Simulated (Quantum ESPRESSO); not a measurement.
Worked example: self-consistent single point of Zn₂Te₃O₈ (C2/c, 26 atoms in the cell) in Quantum ESPRESSO.

Method: LDA (PZ), GBRV 1.5 ultrasoft (LDA) pseudopotentials (plane waves; Quantum ESPRESSO).

```
CELL_PARAMETERS angstrom
      6.31757    -2.59591     0.00000
      6.31757     2.59591     0.00000
     -1.96637     0.00000    11.63232
ATOMIC_POSITIONS crystal
  Zn 0.55220 0.99184 0.15738
  Zn 0.44780 0.00816 0.84262
  Zn 0.00816 0.44780 0.34262
  Zn 0.99184 0.55220 0.65738
  Te 0.86269 0.13731 0.75000
  Te 0.13731 0.86269 0.25000
  Te 0.66011 0.06799 0.44739
  Te 0.33989 0.93201 0.55261
  Te 0.93201 0.33989 0.05261
  Te 0.06799 0.66011 0.94739
  O  0.75463 0.71547 0.96232
  O  0.24537 0.28453 0.03768
  O  0.28453 0.24537 0.53768
  O  0.71547 0.75463 0.46232
  O  0.19173 0.41661 0.81401
  O  0.80827 0.58339 0.18599
  O  0.58339 0.80827 0.68599
  O  0.41661 0.19173 0.31401
  O  0.78250 0.99100 0.85933
  O  0.21750 0.00900 0.14067
  O  0.00900 0.21750 0.64067
  O  0.99100 0.78250 0.35933
  O  0.83112 0.00550 0.14516
  O  0.16888 0.99450 0.85484
  O  0.99450 0.16888 0.35484
  O  0.00550 0.83112 0.64516
```

Reference input (self-consistent single point, DFT, LDA (PZ), plane waves, GBRV 1.5 ultrasoft (LDA) pseudopotentials): ecutwfc = 50 Ry; ecutrho = 250 Ry; occupations = smearing; smearing = gaussian; degauss = 0.000734986 Ry; potentials = {Zn: zn_lda_v1.uspp.F.UPF, Te: te_lda_v1.uspp.F.UPF, O: o_lda_v1.2.uspp.F.UPF}; K_POINTS = automatic 3 3 2 1 1 1; conv_thr = 1e-11 Ry; mixing_beta = 0.4. This run's input differs from it in these lines:

```diff
@@ -59,3 +59,3 @@
 K_POINTS {automatic}
-3 3 2  1 1 1
+4 4 2  1 1 1
```

Output (repeated stretches shortened):

```
     Self-consistent Calculation

     iteration #  1     ecut=    50.00 Ry     beta= 0.40

---- Real-time Memory Report at c_bands before calling an iterative solver
           614 MiB given to the printing process from OS
           520 MiB allocation reported by mallinfo(arena+hblkhd)
------------------

     total energy              =   -2518.06774746 Ry
     estimated scf accuracy    <       8.00408226 Ry

     iteration #  2     ecut=    50.00 Ry     beta= 0.40

---- Real-time Memory Report at c_bands before calling an iterative solver
          1051 MiB given to the printing process from OS
   [... lines left out ...]

---- Real-time Memory Report at c_bands before calling an iterative solver
          1081 MiB given to the printing process from OS
           583 MiB allocation reported by mallinfo(arena+hblkhd)
------------------

     total energy              =   -2520.37248646 Ry
     estimated scf accuracy    <          2.8E-11 Ry

     iteration # 15     ecut=    50.00 Ry     beta= 0.40

---- Real-time Memory Report at c_bands before calling an iterative solver
          1081 MiB given to the printing process from OS
           583 MiB allocation reported by mallinfo(arena+hblkhd)
------------------
     End of self-consistent calculation

     the Fermi energy is     7.3666 ev

!    total energy              =   -2520.37248646 Ry
     estimated scf accuracy    <          2.7E-12 Ry
     smearing contrib. (-TS)   =      -0.00000000 Ry
     internal energy E=F+TS    =   -2520.37248646 Ry

     convergence has been achieved in  15 iterations

     Forces acting on atoms (cartesian axes, Ry/au):

     atom    1 type  1   force =     0.00048111   -0.00102811    0.00196580
     atom    2 type  1   force =    -0.00048111    0.00102811   -0.00196580
     atom    3 type  1   force =    -0.00048111   -0.00102811   -0.00196580
     atom    4 type  1   force =     0.00048111    0.00102811    0.00196580
     atom    5 type  2   force =     0.00000000    0.07517514    0.00000000
   [... 17 lines left out ...]
   [... lines left out ...]

     Total force =     0.336853     Total SCF correction =     0.000004

          total   stress  (Ry/bohr**3)                   (kbar)     P=       40.57
   0.00020526   0.00000000   0.00006917           30.19        0.00       10.18
  -0.00000000   0.00030026   0.00000000           -0.00       44.17        0.00
   0.00006917   0.00000000   0.00032183           10.18        0.00       47.34

   JOB DONE.
```

The run converged in 15 iterations. Against the reference run the free energy stays essentially unchanged (within 1 meV/atom), the pressure stays at 4.06 GPa, the largest force stays at 2.336 eV/Å and the gap on the mesh goes from 3.286 to 3.336 eV.

The starting cell comes from a database of computed structures (which also holds hypothetical and non-ambient phases and stackings), without a prior relaxation at this level. Spin-orbit coupling is off. With a pressure of about 4 GPa the cell is away from its equilibrium volume at this level. Forces in this geometry exceed 1 eV/Å. The shifted mesh does not hold Γ, so a gap read on it misses any band edge there.

Cost on one core of a shared machine: roughly 20 min.
